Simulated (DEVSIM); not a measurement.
Device: Ni/SiO2/p-Si capacitor, at 400 K.

| layer (left to right) | material | thickness (nm) | Na (cm⁻³) |
|---|---|---|---|
| 1 | SiO2 | 14.0 | - |
| 2 | Si | 4300 | 1.8e16 |

Metal gate on the left, work function 5.1 eV. Fixed charge at the semiconductor interface 0 cm⁻² (in units of +e); no interface traps.

This is a model device: material constants are rounded textbook-type values typed into the input, and sizes, dopings and lifetimes were drawn at random. Values at 300 K; Nc and Nv go as T^1.5, mobilities as T to minus their exponent, the gap by Varshni's rule with the affinity fixed.

```csv
parameter,SiO2,Si
gap (eV),9,1.124
affinity (eV),0.9,4.05
permittivity,3.9,11.7
Nc (cm⁻³),-,2.86e19
Nv (cm⁻³),-,3.1e19
Varshni α (eV/K),-,0.000473
Varshni β (K),-,636
```

Simulated with DEVSIM: 1D Poisson equation in equilibrium, Boltzmann statistics, complete ionisation; no quantum confinement or tunnelling. Metal contacts follow the ideal Schottky-Mott rule: no Fermi-level pinning, no interface dipoles.

Problem. Tabulate band edges, carrier densities and field at 0.8 V on the gate.

Solution. Energies count from the Fermi level of the right contact; mesh points crowd at the junctions.

```tsv
x (μm)	Ec (eV)	Ev (eV)	n (cm⁻³)	p (cm⁻³)	field (V/cm)
0.000	3.400	-5.600	< 1e2	< 1e2	130000
0.001431	3.419	-5.581	< 1e2	< 1e2	130000
0.004326	3.458	-5.542	< 1e2	< 1e2	130000
0.009238	3.523	-5.477	< 1e2	< 1e2	130000
0.01297	3.573	-5.427	< 1e2	< 1e2	130000
0.01421	0.437	-0.659	1.4e14	2.4e11	44000
0.01605	0.445	-0.651	1.1e14	3.0e11	44000
0.02265	0.474	-0.623	4.7e13	6.8e11	42000
0.03573	0.526	-0.570	1.0e13	3.1e12	38000
0.06624	0.630	-0.466	5.0e11	6.4e13	30000
0.1374	0.775	-0.322	7.6e9	4.2e15	11000
0.3939	0.825	-0.272	1.8e9	1.8e16	13
0.9018	0.825	-0.272	1.8e9	1.8e16	≈ 0
2.087	0.825	-0.272	1.8e9	1.8e16	≈ 0
3.588	0.825	-0.272	1.8e9	1.8e16	≈ 0
4.003	0.825	-0.272	1.8e9	1.8e16	≈ 0
4.181	0.825	-0.272	1.8e9	1.8e16	≈ 0
4.258	0.825	-0.272	1.8e9	1.8e16	≈ 0
4.296	0.825	-0.272	1.8e9	1.8e16	≈ 0
4.307	0.825	-0.272	1.8e9	1.8e16	≈ 0
4.312	0.825	-0.272	1.8e9	1.8e16	≈ 0
4.314	0.825	-0.272	1.8e9	1.8e16	≈ 0
```
